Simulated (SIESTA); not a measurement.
Worked example: self-consistent single point of TiTe (P6_3/mmc, 4 atoms in the cell) in SIESTA.

Computed with GGA PBEsol, numerical atomic orbitals DZP, PseudoDojo PBEsol standard norm-conserving potentials (rewritten from UPF to PSML) (SIESTA).

```
TiTe
1.0
    3.59125     0.00000     0.00000
   -1.79563     3.11011     0.00000
    0.00000     0.00000     7.14360
Ti Te
2 2
Cartesian
  0.00000   0.00000   3.57180
  0.00000   0.00000   0.00000
  1.79563   1.03670   1.78590
  0.00000   2.07341   5.35770
```

Reference input (self-consistent single point, DFT, GGA PBEsol, numerical atomic orbitals DZP, PseudoDojo PBEsol standard norm-conserving potentials (rewritten from UPF to PSML)): XC.functional = GGA; XC.authors = PBEsol; potentials = PseudoDojo PBEsol standard; PAO.BasisSize = DZP; PAO.EnergyShift = 0.01 Ry; MeshCutoff = 400 Ry; kgrid.MonkhorstPack = 7 7 3; OccupationFunction = FD; ElectronicTemperature = 1160.45 K; MaxSCFIterations = 150; SCF.Mixer.Method = Broyden; SCF.Mixer.Weight = 0.2. This run's input differs from it in these lines:

```diff
@@ -30,5 +30,5 @@
 %block kgrid.MonkhorstPack
-    7   0   0  0.0
-    0   7   0  0.0
-    0   0   3  0.0
+    1   0   0  0.0
+    0   1   0  0.0
+    0   0   1  0.0
 %endblock kgrid.MonkhorstPack
```

The program printed (abridged):

```
        iscf     Eharris(eV)        E_KS(eV)     FreeEng(eV)     dDmax    Ef(eV) dHmax(eV)
   scf:    1    -8775.772944    -8869.003238    -8869.455752  1.825411 -3.792851 17.667479
   scf:    2    -8854.022521    -8894.083052    -8894.408719  1.832475 -2.167531 10.799550
   scf:    3    -8902.793830    -8898.924021    -8899.342301  0.229485 -2.790294  6.143349
   scf:    4    -8779.970587    -8866.326534    -8866.773220  1.844091 -4.084848 19.575629
   scf:    5    -8882.537937    -8899.768545    -8900.237695  1.950675 -3.028336  4.554563
   [... 141 lines left out ...]
   scf:  147    -8901.435270    -8901.435195    -8902.152528  0.000166 -3.231020  0.001502
   scf:  148    -8901.434878    -8901.435037    -8902.152528  0.000349 -3.231083  0.003050
   scf:  149    -8901.435426    -8901.435233    -8902.152528  0.000433 -3.231005  0.003193
   scf:  150    -8901.434983    -8901.435109    -8902.152528  0.000275 -3.231054  0.004127
SCF_NOT_CONV: SCF did not converge in maximum number of steps (required).
SCF_NOT_CONV: SCF did not converge in maximum number of steps (required).
Geom step, scf iteration, dDmax, dHmax:    0   150      0.000275     0.000303
Geom step, scf iteration, dDmax, dHmax:    0   150      0.000275     0.000303

ABNORMAL_TERMINATION
ABNORMAL_TERMINATION
Stopping Program from Node:    0
Stopping Program from Node:    0
```

The run ended unconverged after 150 iterations. 

The starting cell comes from a database of computed structures (which also holds hypothetical and non-ambient phases and stackings), without a prior relaxation at this level. Its lattice was rescaled by a random factor within 2.5 % of one. Values carry the incompleteness of an atom-centred basis.

Cost on one core of a shared machine: roughly 6 min.
